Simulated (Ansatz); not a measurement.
Base system: Ti₃Al (space group P6_3/mmc, No. 194).

```
Ti3Al
1.0
    5.68760     0.00000     0.00000
   -2.84380     4.92561     0.00000
    0.00000     0.00000     4.60837
Ti Al
6 2
Cartesian
  2.84380   3.25407   1.15209
 -1.39621   4.08984   3.45628
  1.44760   0.83577   1.15209
  0.00000   1.67154   3.45628
  4.24001   0.83577   1.15209
  1.39621   4.08984   3.45628
  0.00000   3.28374   1.15209
  2.84380   1.64187   3.45628
```

Cartesian axes are those of the cell as printed.

Calculations: PBEsol (Ansatz, a quantum-chemistry and plane-wave program, PAW, spin-orbit coupling left out).

Strains are applied to the cell and any free atomic positions relax; under biaxial strain the out-of-plane vector relaxes too.

One change was made to it. Results:

The energy goes up by 0.6 meV/atom; the band gap stays zero; the pressure (mean of the normal stresses, compression positive) stays 0.0 GPa.

### Question
Which change produced these results?
A) tensor shear ε_xy = −0.72 %
B) uniaxial strain ε_zz = −1.49 %
C) biaxial strain +1.27 %, plane normal [001], relaxed out of plane
D) isotropic strain −0.60 %

### Answer
A, tensor shear ε_xy = −0.72 %. For comparison, the energy relative to the base in the other runs: isotropic strain −0.60 % gives +2.0 meV/atom; uniaxial strain ε_zz = −1.49 % gives +2.8 meV/atom; biaxial strain +1.27 %, plane normal [001], relaxed out of plane gives +3.9 meV/atom.

No phonon test of stability was made. All final runs are without spin polarisation.
